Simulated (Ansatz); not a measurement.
ZnSnN2: response to strain

Start from ZnSnN2 (space group Pna2_1, No. 33; a = 5.906 Å, b = 6.805 Å, c = 5.537 Å). Axes: x, y, z lie along a, b, c of the conventional cell.

Strains are applied to the cell and any free atomic positions relax; under biaxial strain the out-of-plane vector relaxes too; under stress the whole cell relaxes.

Levels (all Ansatz, an electronic-structure program, PAW): PBE (420 eV, spin-orbit coupling left out); PBEsol (420 eV, scalar-relativistic without spin-orbit coupling).

The base cell above is that of PBE; each level relaxes its own structures.

| case | shortest interatomic distance, PBE | shortest interatomic distance, PBEsol |
|---|---|---|
| biaxial strain −0.73 %, plane normal [001], relaxed out of plane | 2.056 Å | 2.025 Å |
| biaxial strain +0.57 %, plane normal [001], relaxed out of plane | 2.075 Å | 2.042 Å |
| uniaxial strain ε_zz = +2.82 % | 2.080 Å | 2.050 Å |
| uniaxial stress, 5 GPa tension along z | 2.069 Å | 2.038 Å |

PBE lies above PBEsol in every row, by 0.030 Å to 0.033 Å. They put the cases in the same order.

Beyond what the load breaks, stability against distortions was not tested. The final runs are not spin-polarised.
